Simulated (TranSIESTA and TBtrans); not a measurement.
Run with TranSIESTA and TBtrans (open boundaries, self-consistent; PseudoDojo norm-conserving potentials, scalar-relativistic): PAO.BasisSize DZP, PAO.EnergyShift 0.15 eV, XC.Authors PBE, Mesh.Cutoff 200 Ry, ElectronicTemperature 300 K, TS.Voltage 0.0 eV, TBT.Elecs.Eta 0.001 eV, no spin polarisation.

System: In chain with one H atom inserted. Leads: straight In chain, spacing 2.755 Å. Geometry: 3 atoms about the centre moved by SIESTA (PBE, DZP) to a largest force of 0.01 eV/Å, all others as built, motion along the axis alone.

### Question
Predict: conductance at 300 K (G0 = 2e²/h); mean T from −0.5 to 0.5 eV.

### Answer
conductance at 300 K (G0 = 2e²/h): 2.58; mean T from −0.5 to 0.5 eV: 1.95. The straight chain is held at its spacing; free chains may zigzag or dimerise. No spin-polarised start was tried, so a magnetic state, if there is one, is missed.
